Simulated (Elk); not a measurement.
## A self-consistent single point of Ga2Cu (P4/mmm, 3 atoms in the cell) with Elk

Computed with LDA (PW92), all-electron FP-LAPW, Elk's shipped species files, APW+lo basis with extra local orbitals (Elk).

The input file:

```
tasks
  0

rgkmax
  8.0

gmaxvr
  16.0

nxlo
  2

lorbcnd
  .true.

rmtscf
  0.92

lmaxi
  3

stype
  0

swidth
  0.00499791

maxscl
  100

avec
    5.2901749023    0.0000000000    0.0000000000
    0.0000000000    5.2901749023    0.0000000000
    0.0000000000    0.0000000000   10.9667232081

sppath
  'species/'

atoms
  2
  'Ga.in'
  2
  0.5000000000  0.5000000000  0.2843200000    0.0 0.0 0.0
  0.5000000000  0.5000000000  0.7156800000    0.0 0.0 0.0
  'Cu.in'
  1
  0.0000000000  0.0000000000  0.0000000000    0.0 0.0 0.0

ngridk
  8 8 4
```

Log, with long lists cut:

```
│ Elk code version 10.2.4 │

All units are atomic (Hartree, Bohr, etc.)

│ Ground-state run starting from atomic densities │

Lattice vectors :
   5.290174902       0.000000000       0.000000000
   0.000000000       5.290174902       0.000000000
   0.000000000       0.000000000       10.96672321

Unit cell volume      :    306.9141728
Brillouin zone volume :   0.8082070996

Muffin-tin inner radius fraction :   0.1000000000E-01

Nuclei treated as point charges

Species :    1 (Ga)
 parameters loaded from : Ga.in
 name : gallium
 nuclear charge    :   -31.00000000
 electronic charge :    31.00000000
 atomic mass :    127097.2538
 muffin-tin radius :    2.208000000
 number of radial points in muffin-tin :    497
 atomic positions (lattice), magnetic fields (Cartesian) :
   1 :   0.50000000  0.50000000  0.28432000    0.00000000  0.00000000  0.00000000
   2 :   0.50000000  0.50000000 -0.28432000    0.00000000  0.00000000  0.00000000

Species :    2 (Cu)
 parameters loaded from : Cu.in
 name : copper
 nuclear charge    :   -29.00000000
 electronic charge :    29.00000000
 atomic mass :    115837.2717
 muffin-tin radius :    2.208000000
 number of radial points in muffin-tin :    497
 atomic positions (lattice), magnetic fields (Cartesian) :
   1 :   0.00000000  0.00000000  0.00000000    0.00000000  0.00000000  0.00000000

Total number of atoms per unit cell :    3

Spin treatment :
 spin-unpolarised

Number of Bravais lattice symmetries :   16
Number of crystal symmetries         :   16
Crystal has inversion symmetry
Real symmetric eigensolver will be used

k-point grid :      8     8     4
k-point offset :    0.000000000       0.000000000       0.000000000
k-point set is reduced with full crystal symmetry group
Total number of k-points :       45

Muffin-tin radius times maximum |G+k| :    8.000000000
 using average radius
Maximum |G+k| for APW functions       :    3.623188406
Maximum (1/2)|G+k|²                   :    6.563747112
Maximum |G| for potential and density :    16.00000000
 potential will be trimmed for |G| > 2 gkmax
Constant for pseudocharge density :    9
Radial integration step length :    4

G-vector grid sizes :     27    27    56
Number of G-vectors :    21207

Maximum angular momentum used for
 APW functions                      :    8
 outer part of muffin-tin           :    6
 inner part of muffin-tin           :    3

Total nuclear charge    :   -91.00000000
Total core charge       :    48.00000000
Total valence charge    :    43.00000000
Total excess charge     :    0.000000000
Total electronic charge :    91.00000000

Effective Wigner radius, rₛ :   0.9303127666

Number of empty states         :   12
Total number of valence states :   34
Total number of core states    :   48

Conduction state local-orbitals added automatically
Total number of local-orbitals :  240

Exchange-correlation functional :      3     0     0
 Perdew-Wang/Ceperley-Alder, Phys. Rev. B 45, 13244 (1992)
 gradient requirement :    0
 local density approximation (LDA)

Smearing type :    0
 Gaussian
Smearing width :   0.4997910000E-02
Effective electronic temperature (K) :    1578.215154

Mixing type :    3
 Broyden mixing, J. Phys. A: Math. Gen. 17, L317 (1984)

Kohn-Sham potential initialised from atomic data

│ Self-consistent loop started │
│ Loop number : 1 │
 total energy                :     -5515.51404124
│ Loop number : 2 │
 total energy                :     -5517.48474992
RMS change in Kohn-Sham potential (target) :   0.4371563455     (  0.1000000000E-05)
Absolute change in total energy (target)   :    1.970708682     (  0.1000000000E-03)
│ Loop number : 3 │
 total energy                :     -5529.58534446
RMS change in Kohn-Sham potential (target) :   0.1930340735     (  0.1000000000E-05)
Absolute change in total energy (target)   :    12.59327171     (  0.1000000000E-03)
│ Loop number : 4 │
 total energy                :     -5535.80482455
RMS change in Kohn-Sham potential (target) :   0.4480754275E-01 (  0.1000000000E-05)
Absolute change in total energy (target)   :    9.367798013     (  0.1000000000E-03)
│ Loop number : 5 │
 total energy                :     -5538.16244770
RMS change in Kohn-Sham potential (target) :   0.3270635440E-01 (  0.1000000000E-05)
Absolute change in total energy (target)   :    4.699572655     (  0.1000000000E-03)
│ Loop number : 6 │
 total energy                :     -5538.24912642
RMS change in Kohn-Sham potential (target) :   0.4709943348E-01 (  0.1000000000E-05)
Absolute change in total energy (target)   :    1.261571892     (  0.1000000000E-03)
│ Loop number : 7 │
 total energy                :     -5536.32039302
RMS change in Kohn-Sham potential (target) :   0.1870931348E-01 (  0.1000000000E-05)
Absolute change in total energy (target)   :    1.613340427     (  0.1000000000E-03)
│ Loop number : 8 │
 total energy                :     -5535.36988609
RMS change in Kohn-Sham potential (target) :   0.1653603533E-02 (  0.1000000000E-05)
Absolute change in total energy (target)   :    1.353842044     (  0.1000000000E-03)
│ Loop number : 9 │
 total energy                :     -5535.02777915
RMS change in Kohn-Sham potential (target) :   0.2980638418E-02 (  0.1000000000E-05)
Absolute change in total energy (target)   :   0.6805674466     (  0.1000000000E-03)
│ Loop number : 10 │
 total energy                :     -5535.10798407
RMS change in Kohn-Sham potential (target) :   0.1377366303E-02 (  0.1000000000E-05)
Absolute change in total energy (target)   :   0.8993694613E-01 (  0.1000000000E-03)
│ Loop number : 11 │
 total energy                :     -5535.14013748
RMS change in Kohn-Sham potential (target) :   0.4930407616E-03 (  0.1000000000E-05)
Absolute change in total energy (target)   :   0.9669176851E-02 (  0.1000000000E-03)
│ Loop number : 12 │
 total energy                :     -5535.16031124
RMS change in Kohn-Sham potential (target) :   0.3693032359E-04 (  0.1000000000E-05)
Absolute change in total energy (target)   :   0.2259104958E-01 (  0.1000000000E-03)
│ Loop number : 13 │
 total energy                :     -5535.16018595
RMS change in Kohn-Sham potential (target) :   0.1186438996E-04 (  0.1000000000E-05)
Absolute change in total energy (target)   :   0.5522480745E-02 (  0.1000000000E-03)
│ Loop number : 14 │
 total energy                :     -5535.15942902
RMS change in Kohn-Sham potential (target) :   0.5895145615E-05 (  0.1000000000E-05)
Absolute change in total energy (target)   :   0.6236832796E-03 (  0.1000000000E-03)
│ Loop number : 15 │
 total energy                :     -5535.15905749
RMS change in Kohn-Sham potential (target) :   0.2622513709E-05 (  0.1000000000E-05)
Absolute change in total energy (target)   :   0.2156068676E-03 (  0.1000000000E-03)
│ Loop number : 16 │
 total energy                :     -5535.15900103
RMS change in Kohn-Sham potential (target) :   0.6002882973E-06 (  0.1000000000E-05)
Absolute change in total energy (target)   :   0.1103658778E-03 (  0.1000000000E-03)
│ Loop number : 17 │
 total energy                :     -5535.15899421
RMS change in Kohn-Sham potential (target) :   0.2483128856E-06 (  0.1000000000E-05)
Absolute change in total energy (target)   :   0.3440715773E-04 (  0.1000000000E-03)
Convergence targets achieved

│ Loop number : 18 │

Energies :
 Fermi                       :     0.270942795223
 sum of eigenvalues          :     -3170.98217172
 electron kinetic            :      5638.00357836
 core electron kinetic       :      5183.33264583
 Coulomb                     :     -10962.3884421
 Coulomb potential           :     -8529.86307781
 nuclear-nuclear             :     -676.179351141
 electron-nuclear            :     -12042.5551041
 Hartree                     :      1756.34601316
 Madelung                    :     -6697.45690321
 xc potential                :     -279.122672268
 exchange                    :     -202.658140160
 correlation                 :     -8.11599180101
 total energy                :     -5535.15899571

Density of states at Fermi energy :    25.37171850
 (states/Hartree/unit cell)

Estimated indirect band gap :   0.4206388940E-02
 from k-point     26 to k-point     29
Estimated direct band gap   :   0.1621600677E-01
 at k-point     14

Charges :
 core                        :    48.00000000
 valence                     :    43.00000000
 interstitial                :    4.517856921
 muffin-tins (core leakage)
  species :    1 (Ga)
   atom    1                 :    29.30360565     (  0.2108775250E-02)
   atom    2                 :    29.30360565     (  0.2108775250E-02)
  species :    2 (Cu)
   atom    1                 :    27.87493178     (  0.4815040385E-03)
 total in muffin-tins        :    86.48214308
 total calculated charge     :    90.98251016
 total charge                :    91.00000000
 error                       :   0.1748983943E-01

│ Self-consistent loop stopped │
```

The run converged in 18 iterations. The count includes the last loop, which Elk runs after its targets are met.

The starting cell comes from a database of computed structures (which also holds hypothetical and non-ambient phases and stackings), without a prior relaxation at this level. Spin polarisation is off. Values depend on the basis (sphere radii, cutoffs, local orbitals), which need not be converged. The log's line on a gap gives a spacing of levels on this mesh, which the program prints for metals too.

Cost on one core of a shared machine: roughly 80 s.
